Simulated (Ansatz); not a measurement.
**Double-hcp La**

Method: PBEsol-D3(BJ) (Ansatz, a quantum-chemistry and plane-wave program, plane waves, PAW).

Settings: plane-wave cutoff 520 eV, 18×18×6 k mesh (along the axes of the cell as run), Fermi–Dirac smearing 0.05 eV, scalar-relativistic PAW data made under PBE.

Cell: relaxed at this level.

For double-hcp La, the volume per atom is 30.59 Å³/atom. The bulk modulus comes out as 29.3 GPa and the equilibrium lattice constant a comes out as 3.532 Å. The c axis length is 11.327 Å, the band gap is none and the pressure derivative B′ of the bulk modulus is 2.7.

Measured, for comparison: bulk modulus 27.9 GPa (room temperature, no zero-point or thermal correction; as tabulated in Wikipedia's data pages); lattice constant a 3.774 Å, lattice parameter c 12.171 Å (293 K, no zero-point or thermal correction; as tabulated in Wikipedia's data pages). Computed (rounded) less measured: bulk modulus +5 %, lattice constant a -6.4 %, lattice parameter c -6.9 %. A static lattice is as a rule a little smaller and stiffer than an uncorrected measurement, which narrows the difference in the bulk modulus and would widen misses of the other sign.

Note: the bulk modulus comes from volumes at which shape and atoms were relaxed.

Spin–orbit coupling is not included.

The computed numbers hold no vibrational or temperature effects.
